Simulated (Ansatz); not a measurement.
## Point defect Se vacancy in bulk 2H WSe2

All values below come from PBE-D3(BJ), PAW (plane waves to 420 eV; Ansatz, a program for electronic structure). Cell: 96 sites, 4×4×1 repeats of a cell of 6 atoms; final energies on a 2×2×2 Γ-centred mesh. Site at the start: the Se site. Charged cells carry a point-charge image correction with potential alignment at far atoms. Dielectric constants: PBE linear response of the host. Host gap at this level: 0.87 eV. A cell of this size leaves errors of a few tenths of an eV. Levels are measured in PBE's own, too narrow, gap. Spin–orbit coupling is left out, which matters for these heavy elements. Each state is the lowest found from its start.

Formation energies E_f are given with the Fermi level at the valence-band maximum. Chemical conditions: Se-rich (Δμ(Se) = 0.00 eV; only phases computed here count, gases as isolated molecules at 0 K); W-rich (Δμ(Se) = -0.84 eV; only phases computed here count, gases as isolated molecules at 0 K). Reference phases: Se: trigonal Se.

Charges with a result: +2, +1, 0, −1. Others weren't obtained, and one of them could lie lower, also by skipping a charge.

```
charge         moment (μB)  point group  largest move off a lattice site (Å)  image correction with alignment (eV)  E_f, Se-rich (eV)  E_f, W-rich (eV)
------  ------------------  -----------  -----------------------------------  ------------------------------------  -----------------  ----------------
+2*     not spin-polarised          C3v                                 0.15                                     –                  –                 –
+1*               quenched          C3v                                 0.15                                     –                  –                 –
0       not spin-polarised          C3v                                 0.15                                  0.00               3.01              2.17
−1†                    1.0            –                                 0.16                                  0.27                  –                 –
```

* At this level the carrier isn't localised at the defect: at charge +2 holes occupy the valence band; at charge +1 holes occupy the valence band. Such a state is shallow or no state of the defect, and this cell gives it no level.

† Not settled in this cell, so no level is given: charge −1: level within 0.1 eV of a band edge or past it.

Point groups are those of the whole cell at tolerances of 0.03 and 0.1 Å ("near" where only the looser one holds); none is given for unsettled states.

Starting moments that weren't kept: charge +1 began with 1 μB and ended with 0.0.

Flagged in the runs: a doubtful potential alignment, a host whose relaxation on this sampling wasn't shown to rest, a strain field that reaches the edge of the cell.

All states together cost roughly 22 core-hours.
